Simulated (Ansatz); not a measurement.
**fluorite-type CoSi2 (0 0 1) on Si0.75Ge0.25, ordered (0 0 1), Sb on 1 of 2 substrate sites at each interface (film strained to the substrate, faces as cut)**

A periodic stack without vacuum, fluorite-type CoSi2 (0 0 1) on Si0.75Ge0.25, ordered (0 0 1), Sb on 1 of 2 substrate sites at each interface (film strained to the substrate, faces as cut): substrate slab Ge4Si16Sb2, film Co8Si16, surface cells [[0, -1], [1, 0]] and [[0, -1], [2, 1]], film strained by +3.2 and +3.2 %, faces GeSi/GeSi and Si/Co as cut (like faces can put a slab off its formula).

The start was prepared with a machine-learned potential, and the result is one local minimum, with the in-plane cell held and forces under 0.04 eV/Å; the film can end far from its bulk form.

These are PBE (plane waves to 420 eV, PAW; Ansatz, a first-principles code) values and carry that method's errors. No spin–orbit coupling; the runs are not spin-polarised. Its k-point mesh 5×5×1, Fermi–Dirac width 0.05 eV.

```
Item                                                                                                                     Result
--------------------------------------------------------------------------------  ---------------------------------------------
interface area                                                                                                          30.6 Å²
period                                                                                                                  26.87 Å
gaps between the outermost planes at the two interfaces                                                         2.31 and 1.39 Å
Sb–Si contacts across the interfaces within 1.22 times the sum of covalent radii                                 2, mean 2.71 Å
Co–Sb contacts across the interfaces within 1.22 times the sum of covalent radii                                 2, mean 2.54 Å
Co–Si contacts across the interfaces within 1.22 times the sum of covalent radii                                 2, mean 2.37 Å
Si–Si contacts across the interfaces within 1.22 times the sum of covalent radii                                 2, mean 2.51 Å
estimate of the barrier                                                           withheld, since the two interfaces are unlike
slope of the mean potential energy in the substrate                                                              -3.8 MV/cm × e
```

```yaml
crystal:
  lattice:
    - [5.53260, 0.00003, -0.00613]
    - [0.00001, 5.53280, 0.00015]
    - [-2.79418, 0.00159, 26.87602]
  atoms:
    - { symbol: Ge, position: [0.97834, 0.91725, 0.12721] }
    - { symbol: Si, position: [0.47983, 0.41629, 0.12802] }
    - { symbol: Sb, position: [0.42562, 0.91643, 0.02366] }
    - { symbol: Si, position: [0.92316, 0.41686, 0.01698] }
    - { symbol: Si, position: [0.18349, 0.19494, 0.07631] }
    - { symbol: Si, position: [0.72235, 0.63852, 0.07625] }
    - { symbol: Ge, position: [0.08062, 0.92197, 0.33326] }
    - { symbol: Si, position: [0.58870, 0.41363, 0.33411] }
    - { symbol: Si, position: [0.75323, 0.16915, 0.17958] }
    - { symbol: Si, position: [0.25769, 0.66459, 0.17892] }
    - { symbol: Ge, position: [0.53100, 0.91535, 0.23153] }
    - { symbol: Si, position: [0.03281, 0.41820, 0.23000] }
    - { symbol: Si, position: [0.30841, 0.17532, 0.28217] }
    - { symbol: Si, position: [0.80929, 0.65942, 0.28227] }
    - { symbol: Sb, position: [0.11304, 0.01432, 0.54126] }
    - { symbol: Si, position: [0.76211, 0.35684, 0.54158] }
    - { symbol: Si, position: [0.86301, 0.17114, 0.38772] }
    - { symbol: Si, position: [0.35779, 0.66285, 0.38261] }
    - { symbol: Ge, position: [0.62880, 0.90437, 0.43679] }
    - { symbol: Si, position: [0.14713, 0.42603, 0.43657] }
    - { symbol: Si, position: [0.43520, 0.19083, 0.48776] }
    - { symbol: Si, position: [0.91226, 0.65468, 0.48900] }
    - { symbol: Co, position: [0.05175, 0.66362, 0.77515] }
    - { symbol: Co, position: [0.55275, 0.16300, 0.77527] }
    - { symbol: Co, position: [0.49555, 0.65531, 0.67491] }
    - { symbol: Co, position: [0.00035, 0.16131, 0.67930] }
    - { symbol: Co, position: [0.14269, 0.65964, 0.96510] }
    - { symbol: Co, position: [0.65345, 0.16969, 0.96520] }
    - { symbol: Co, position: [0.60069, 0.66433, 0.87139] }
    - { symbol: Co, position: [0.10220, 0.16263, 0.87168] }
    - { symbol: Si, position: [0.28148, 0.91329, 0.72785] }
    - { symbol: Si, position: [0.77689, 0.41586, 0.72721] }
    - { symbol: Si, position: [0.76987, 0.90604, 0.72718] }
    - { symbol: Si, position: [0.27552, 0.41012, 0.72730] }
    - { symbol: Si, position: [0.72037, 0.91005, 0.63246] }
    - { symbol: Si, position: [0.21587, 0.39917, 0.63182] }
    - { symbol: Si, position: [0.16563, 0.85716, 0.63275] }
    - { symbol: Si, position: [0.68640, 0.36102, 0.62771] }
    - { symbol: Si, position: [0.37600, 0.91333, 0.91871] }
    - { symbol: Si, position: [0.87566, 0.41374, 0.91976] }
    - { symbol: Si, position: [0.87509, 0.91418, 0.92037] }
    - { symbol: Si, position: [0.37577, 0.41453, 0.92035] }
    - { symbol: Si, position: [0.82756, 0.91367, 0.82412] }
    - { symbol: Si, position: [0.32674, 0.41302, 0.82407] }
    - { symbol: Si, position: [0.32588, 0.91337, 0.82317] }
    - { symbol: Si, position: [0.82690, 0.41293, 0.82341] }
```
